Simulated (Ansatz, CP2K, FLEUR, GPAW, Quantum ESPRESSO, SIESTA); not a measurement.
Cs₂MnF₅ (P4/mmm, 8 atoms in the cell) computed with different codes at matched settings

Self-consistent single point, at a second geometry (lattice scaled by 0.98). First geometry:

```
Cs2MnF5
1.0
    6.34379     0.00000     0.00000
    0.00000     6.34379     0.00000
    0.00000     0.00000     4.26885
Cs Mn F
2 1 5
Cartesian
  0.00000   3.17190   2.13442
  3.17190   0.00000   2.13442
  0.00000   0.00000   0.00000
  5.02428   5.02428   0.00000
  1.31951   1.31951   0.00000
  1.31951   5.02428   0.00000
  5.02428   1.31951   0.00000
  0.00000   0.00000   2.13442
```
Moments meant for the start (each program seeds them in its own way; μB, in the order of the atoms Cs Cs Mn F F F F F): 0.0 0.0 4.0 0.0 0.0 0.0 0.0 0.0.

Shared settings, as Ansatz (a program for electronic structure) writes them: kpoints.mp_grid.grid = 3 3 3; scf.occupations.method = fermi_dirac; scf.occupations.width = 0.02 eV. Potentials and cutoffs stand in the table.

```
code                                                                                                                                      model  ΔF from the first geometry (meV/atom)  pressure (GPa)  largest force (eV/Å)  gap on the mesh (eV)  size of the net moment (μB/atom)           cutoff
----------------  -----------------------------------------------------------------------------------------------------------------------------  -------------------------------------  --------------  --------------------  --------------------  --------------------------------  ---------------
GPAW                                                                                      PBEsol, GPAW PAW datasets PBEsol (made by gpaw-setup)                                   14.0               –                 0.816                 0.761                              0.50           900 eV
CP2K                                                                 PBEsol, GPW, DZVP-MOLOPT-SR-GTH basis, GTH-PBE potentials (GTH_POTENTIALS)                                   11.8            3.38                 0.732                 0.827                              0.50      grid 600 Ry
Quantum ESPRESSO                                                          PBEsol, PseudoDojo standard norm-conserving (PBESOL) pseudopotentials                                    7.0            2.64                 0.540                 0.720                              0.50           100 Ry
FLEUR                                                                           PBEsol, all-electron FLAPW (FLEUR), scalar-relativistic valence                                   -6.6               –                 0.275                 0.735                              0.50  Kmax 4.7 1/bohr
SIESTA            GGA PBEsol, numerical atomic orbitals DZP, PseudoDojo PBEsol standard norm-conserving potentials (rewritten from UPF to PSML)                                   -1.8            1.43                 0.465                 0.626                              0.50      grid 400 Ry
Ansatz                                                                                                          PBEsol, PAW files made with PBE                                    8.4            2.56                 0.590                 0.746                              0.50           420 eV
```

A dash marks a value that a program does not give, or that is left out as unsure.

Gaps are read on the mesh.

On Ansatz's run: with one magnetic atom in the cell only a parallel order is possible.

The spread over the programs that give each value: ΔF from the first geometry within 20.6 meV/atom; pressure within 1.95 GPa; largest force within 0.541 eV/Å; gap on the mesh within 0.201 eV; size of the net moment within 0.00 μB/atom.

CP2K and SIESTA use small atom-centred bases, whose incompleteness enters pressures, forces and empty levels differently from a plane-wave cutoff. FLEUR treats all electrons, but the usual bases taken here (sphere radii, linearisation, local orbitals, empty states) were not tested for convergence, so the values are no reference for the others. Ansatz's pressure is given at a fixed set of plane waves, as the other plane-wave codes print theirs; with its correction for the finite basis it is 2.83 GPa (the shift of 0.28 GPa shows how far the cutoff is from converged). The pressure of GPAW is left out: its cutoff lies under the one at which its stress was checked. In the pressure, SIESTA (by 1.17) lies more than 1 GPa from the median of the plane-wave programs. In the gap, SIESTA (by 0.120) lies more than 0.12 eV from the median of the plane-wave programs. In the force vectors, GPAW (by 0.226), CP2K (by 0.142), FLEUR (by 0.315) and SIESTA (by 0.125) lie more than 0.08 eV/Å from the median of the plane-wave programs.

The shared mesh is coarse (it stands for a supercell whose shortest vector is 13 Å), so the values are not converged in it.

The starting cell comes from a database of computed structures (which also holds hypothetical and non-ambient phases and stackings), without a prior relaxation at this level. For this run, on top of that: lattice scaled by 0.98.

Keys are those of Ansatz 0.2.
